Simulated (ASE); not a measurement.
Pair distribution function (B-B) of LaB6 (CaB6 type), cell La8B48, started from the crystal [in the run: it stayed crystalline; mean temperature 299 K (target 300 K); density 4.67 g/cm³], from MD at 299 K. The numbers are results of the machine-learned potential CHGNet 0.3.0 (ASE), not measurements. Volume per atom 10.36 Å³, mean pressure 0.1 GPa. 

(r (Å), g(r)): (1.02, 0.00); (1.06, 0.00); (1.10, 0.00); (1.14, 0.00); (1.18, 0.00); (1.22, 0.00); (1.26, 0.00); (1.30, 0.00); (1.34, 0.00); (1.38, 0.00); (1.42, 0.00); (1.46, 0.00); (1.50, 0.00); (1.54, 0.01); (1.58, 0.31); (1.62, 2.00); (1.66, 4.74); (1.70, 7.03); (1.74, 8.42); (1.78, 8.10); (1.82, 4.97); (1.86, 2.44); (1.90, 0.94); (1.94, 0.25); (1.98, 0.08); (2.02, 0.01); (2.06, 0.00); (2.10, 0.00); (2.14, 0.00); (2.18, 0.00); (2.22, 0.00); (2.26, 0.00); (2.30, 0.00); (2.34, 0.00); (2.38, 0.04); (2.42, 0.33); (2.46, 0.85); (2.50, 1.23); (2.54, 0.91); (2.58, 0.40); (2.62, 0.07); (2.66, 0.01); (2.70, 0.00); (2.74, 0.00); (2.78, 0.00); (2.82, 0.00); (2.86, 0.00); (2.90, 0.00); (2.94, 0.02); (2.98, 0.16); (3.02, 0.52); (3.06, 1.27); (3.10, 2.44); (3.14, 3.53); (3.18, 4.04); (3.22, 3.27); (3.26, 2.17); (3.30, 1.07); (3.34, 0.42); (3.38, 0.12); (3.42, 0.03); (3.46, 0.01); (3.50, 0.00); (3.54, 0.00); (3.58, 0.00); (3.62, 0.00); (3.66, 0.00); (3.70, 0.00); (3.74, 0.00); (3.78, 0.00); (3.82, 0.01); (3.86, 0.03); (3.90, 0.09); (3.94, 0.20); (3.98, 0.48); (4.02, 0.81); (4.06, 1.35); (4.10, 1.92); (4.14, 2.46)

Q: From these data, give where the first shell ends and the number of neighbours in it.

A: g is nil from 2.1 to 2.3 Å, so any cut there serves; 5.0 B round each B in the shell, from n = 4πρ∫r²g(r)dr.
